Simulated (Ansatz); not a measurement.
# What isotropic strain −0.52 % does to WC

The parent structure is WC (space group P-6m2, No. 187; a = 2.9131 Å, c = 2.8358 Å; relaxed with 0.1 eV smearing).

Modification: the cell is scaled by 0.9948 in all directions; the atoms relax in the strained cell.

Level of theory: plane-wave PAW DFT at the r2SCAN level (Ansatz, a quantum-chemistry and plane-wave program, 500 eV), spin-orbit coupling left out, earlier PAW set. k-mesh 23×23×20 (Γ-centred); smearing 0.1 eV (Fermi–Dirac).

The volume per atom falls by 0.16 Å³, from 10.42 Å³ to 10.26 Å³ and the space group is still P-6m2 (No. 187). The shortest interatomic distance falls by 1.14 pm, from 220.0 pm to 218.8 pm and the energy increases by 3.3 meV/atom. The pressure (mean of the normal stresses, compression positive) goes from zero to 6.6 GPa and the band gap is still zero.

Final structure:

```
CELL_PARAMETERS angstrom
      2.89793     0.00000     0.00000
     -1.44897     2.50968     0.00000
      0.00000     0.00000     2.82110
ATOMIC_POSITIONS crystal
  W  0.00000 0.00000 0.00000
  C  0.66667 0.33333 0.50000
```

Whether these cells are dynamically stable was not tested. All final runs are without spin polarisation.
